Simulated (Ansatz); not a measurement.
**Phonon-limited transport in Mo (Im-3m)**

```yaml
crystal:
  lattice:
    - [-1.51946, 1.51946, 1.51946]
    - [1.51946, -1.51946, 1.51946]
    - [1.51946, 1.51946, -1.51946]
  atoms:
    - { symbol: Mo, position: [0.00000, 0.00000, 0.00000] }
```

Level of theory: PBEsol, DFPT electron-phonon coupling, linearised Boltzmann equation (plane waves, PAW, scalar-relativistic; Ansatz, a quantum-chemistry and plane-wave program). Condition of this run: hydrostatic pressure 30 GPa (the target of the relaxation). Geometry: relaxed with this functional, without spin-orbit coupling, then loaded as said.

* **resistivity at 300 K**: 3.9 μΩ·cm
* **resistivity at 77 K**: 0.26 μΩ·cm
* **electron mean free path at 300 K (weighted by the current that each state carries)**: 14.8 nm
* **resistivity times mean free path for one path shared by all states (from the Fermi surface's area)**: 5.2 ×10⁻¹⁶ Ω·m²
* **electron-phonon coupling λ**: 0.40
* **transport coupling λ_tr**: 0.36
* **logarithmic mean phonon energy**: 26 meV
* **density of states at the Fermi level**: 0.28 states/(eV·spin·cell)
* **Drude plasma energy**: 9.8 eV
* **Hall coefficient at 300 K**: 12.8 ×10⁻¹¹ m³/C

A metal at this level (no band gap). Only scattering by harmonic phonons is included (no impurities, grain boundaries, electron-electron scattering or thermal expansion). Spin-orbit coupling is left out. The self-energy correction of the phonons between q points moved λ by 5 %. The squared frequency of the phonon mode least converged on the k mesh is uncertain by 36 %. The run warned that the eigensolver left some states short of its tolerance. Halving the electron mesh (40x40x40) moves the resistivity by up to 4 % at 300 K, the mean free path by up to 5 %, the coupling by up to 2 %. Smearing 0.20 eV; phonons on a 6x6x6 q mesh, which this run doesn't test and which matters most at low temperature.
